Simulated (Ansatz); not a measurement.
**Computed paths: interstitial Ag in corundum, charge state +1**

Defect migration in corundum: interstitial Ag, charge state +1. Level of theory: PBE, PAW (plane waves to 420 eV; Ansatz, a program for electronic structure).

Cell of 120 host sites held at the relaxed PBE lattice; the Γ point alone; Fermi-Dirac width 0.01 eV, spin-restricted; finite-size errors left in. Energies are static. The charge state is imposed; whether it is stable for some Fermi level was not computed. Sites that were not tried may lie lower.

Barriers: single points on a 2×2×2 k-point mesh shifted by half a step along c at the bands' geometries.

```csv
Route,Start site over the lowest site run (eV),Hop (Å),Forward barrier (eV),Backward barrier (eV),Neighbours at the start,Neighbours at the saddle,Saddle order,"Forward, on the band's own sampling (eV)"
"several atoms move together, Ag the farthest",0.55,2.46,1.13,1.13,"Al at 2.30, Al at 2.44, Al at 2.68; O at 2.07, O at 2.15, O at 2.16, O at 2.23, O at 2.28, O at 2.48 Å","2 O at 1.91, O at 2.47, O at 2.48 Å","not checked, on a symmetry element",1.10
"several atoms move together, Ag the farthest",0.55,1.84,1.14,1.14,"Al at 2.30, Al at 2.44, Al at 2.68; O at 2.07, O at 2.15, O at 2.16, O at 2.23, O at 2.28, O at 2.48 Å","2 O at 2.01, O at 2.02 Å","not checked, on a symmetry element",1.16
```

Paths come from nudged elastic bands with a climbing image.  A band can be held on a symmetry element, so unchecked saddle points there may be too high. A further band (several atoms move together, Ag the farthest, 2.24 Å) gave 1.21 eV forward on its own sampling, 1.21 eV above the lowest site run, but a shoulder points to a second hump between its images, so it is not taken as a result.
